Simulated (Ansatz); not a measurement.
Si (C2/m, No. 12, 8 atoms in the cell; start mp-1079297; another form than the element's usual one) was calculated with r²SCAN+rVV10 (Ansatz, a quantum-chemistry and plane-wave program, plane waves, PAW).

Settings: plane-wave cutoff 560 eV, 10×10×6 k mesh (along the axes of the cell as run), Fermi–Dirac smearing 0.01 eV, scalar-relativistic PAW data made under PBE.

Cell (relaxed at this level):

```yaml
crystal:
  lattice:
    - [6.90467, -1.92014, 0.00088]
    - [6.90467, 1.92014, 0.00088]
    - [-0.74503, 0.00000, 6.28720]
  atoms:
    - { symbol: Si, position: [0.05541, 0.05541, 0.87387] }
    - { symbol: Si, position: [0.94459, 0.94459, 0.12613] }
    - { symbol: Si, position: [0.55887, 0.55887, 0.65334] }
    - { symbol: Si, position: [0.44113, 0.44113, 0.34666] }
    - { symbol: Si, position: [0.21262, 0.21262, 0.05747] }
    - { symbol: Si, position: [0.78738, 0.78738, 0.94253] }
    - { symbol: Si, position: [0.72708, 0.72708, 0.58553] }
    - { symbol: Si, position: [0.27292, 0.27292, 0.41447] }
```

Task: What does this level give for the band gap?

Result: 
- band gap: 0.38 eV (on the SCF k mesh)

Note: the relaxation could not lower the start's symmetry, so the cell can be a saddle point above a distorted one.

Computed values are for the static lattice.

A start named mp-… is a Materials Project structure, which need not be a measured phase.
